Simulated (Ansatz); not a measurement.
Zr: uniaxial strain ε_zz = −1.50 %

Start from Zr in the hcp (Mg type) structure (space group P6_3/mmc, No. 194; a = 3.244 Å, c = 5.158 Å; relaxed with 0.1 eV smearing). Axes: x lies along a and z along c of the hexagonal cell.

The change: uniaxial strain ε_zz = −1.50 %, all other strain components held at zero; the atoms relax in the strained cell.

The values are results of Ansatz (a quantum-chemistry and plane-wave program), r2SCAN, PAW, cutoff 500 eV, without spin-orbit coupling, not measurements. Γ-centred 20×20×11 mesh, Fermi–Dirac width 0.1 eV.

```tsv
quantity	base	changed	shift
volume per atom	23.51 Å³	23.16 Å³	-0.35 Å³
space group	P6_3/mmc (No. 194)	P6_3/mmc (No. 194)	–
shortest interatomic distance	3.187 Å	3.156 Å	-0.031 Å
energy relative to the base (free energy F)	0 meV/atom	+2.9 meV/atom	+2.9 meV/atom
pressure (mean of the normal stresses, compression positive)	0.0 GPa	1.5 GPa	+1.5 GPa
band gap	zero	zero	–
stress (xx, yy, zz, yz, xz, xy; compression positive)	–	(1.0, 1.0, 2.6, 0.0, 0.0, 0.0) GPa	–
```

Final structure:

```xyz
2
Lattice="3.2443 0.0000 0.0000 -1.6222 2.8097 0.0000 0.0000 0.0000 5.0806" Properties=species:S:1:pos:R:3 pbc="T T T"
Zr     1.6222     0.9366     3.8105
Zr     0.0000     1.8731     1.2702
```

Cost of the whole job for the changed cell (relaxation, final SCF and bands): around 24 core-seconds (rough).

No phonon test of stability was made. All final runs are without spin polarisation.
